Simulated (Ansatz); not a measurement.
Effect of isotropic strain −1.80 % on CsPbCl3

Start from CsPbCl₃ in the cubic perovskite structure (space group Pm-3m, No. 221; a = 5.619 Å).

Modification: the cell is scaled by 0.9820 in all directions, atoms relaxed at fixed cell.

Method: Ansatz (a first-principles code), PBEsol, PAW, cutoff 420 eV, scalar-relativistic without spin-orbit coupling. k-mesh 6×6×6 (Γ-centred); smearing 0.05 eV (Fermi–Dirac).

```json
[
 {"quantity": "volume per atom", "base": "35.48 Å³", "changed": "33.60 Å³", "shift": "-1.88 Å³"},
 {"quantity": "space group", "base": "Pm-3m (No. 221)", "changed": "Pm-3m (No. 221)", "shift": "–"},
 {"quantity": "shortest interatomic distance", "base": "2.809 Å", "changed": "2.759 Å", "shift": "-0.0506 Å"},
 {"quantity": "energy relative to the base (free energy F)", "base": "0 meV/atom", "changed": "+8.6 meV/atom", "shift": "+8.6 meV/atom"},
 {"quantity": "pressure", "base": "0.00 GPa", "changed": "1.55 GPa", "shift": "+1.55 GPa"},
 {"quantity": "band gap", "base": "1.83 eV", "changed": "1.57 eV", "shift": "-0.26 eV"},
 {"quantity": "gap character", "base": "direct at R", "changed": "direct at R", "shift": "–"},
 {"quantity": "mean gap deformation potential ΔEg/Δln V", "base": "–", "changed": "+4.8 eV", "shift": "–"},
 {"quantity": "electron mass (degenerate bands, along [100])", "base": "0.10, 0.83, 0.83 mₑ (at R)", "changed": "0.094, 0.76, 0.76 mₑ (at R)", "shift": "–"},
 {"quantity": "hole mass", "base": "0.17 mₑ (at R)", "changed": "0.14 mₑ (at R)", "shift": "–"},
 {"quantity": "valley order (the lowest conduction-band minima on the path, energy above the VBM, named in the base's zone)", "base": "R along ⟨111⟩ 1.83 eV; Γ 3.24 eV", "changed": "R along ⟨111⟩ 1.57 eV; Γ 2.93 eV", "shift": "–"}
]
```

With Pb present, leaving out spin-orbit coupling can change the band edges. Effective masses come from finite differences of ±0.01 Å⁻¹. Whether these cells are dynamically stable was not tested. Many cubic perovskites are stable only at high temperature; tilts and polar distortions were not tested. This is not the structure that CsPbCl3 has at room temperature and ambient pressure.
